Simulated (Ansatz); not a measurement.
## Alloy series in Ge

The parent structure is Ge in the diamond structure (space group Fd-3m, No. 227; a = 5.762 Å).

The other end (x = 1) is Si in the diamond structure (space group Fd-3m, No. 227): 20.46 Å³/atom, gap 0.61 eV.

Si replaces a fraction x of Ge; each row is one arrangement (x, atoms in the cell, starting space group or random), fully relaxed.

Level of theory: Kohn–Sham DFT with the PBE functional, run in Ansatz (an electronic-structure program) with PAW and 420 eV plane waves, scalar-relativistic without spin-orbit coupling, earlier PAW set.

Candidates:
(a) x(Si) = 0.25, 8 atoms, Pmma
(b) x(Si) = 0.75, 8 atoms, I-42d
(c) x(Si) = 0.125, 8 atoms, Cm

Base values:

| Property | Result |
|---|---|
| Band gap | zero |

Q: Order them by band gap, highest first.

A: (b) x(Si) = 0.75, 8 atoms, I-42d (0.60 eV), (a) x(Si) = 0.25, 8 atoms, Pmma (0.14 eV), (c) x(Si) = 0.125, 8 atoms, Cm (zero)

Each cell is one ordered arrangement of few atoms, which overstates ordering effects compared with a random alloy. Stability against distortions was not tested. The final runs are not spin-polarised. The zero or small gap of SiGe3, Ge and SiGe7 can change with the level of theory.
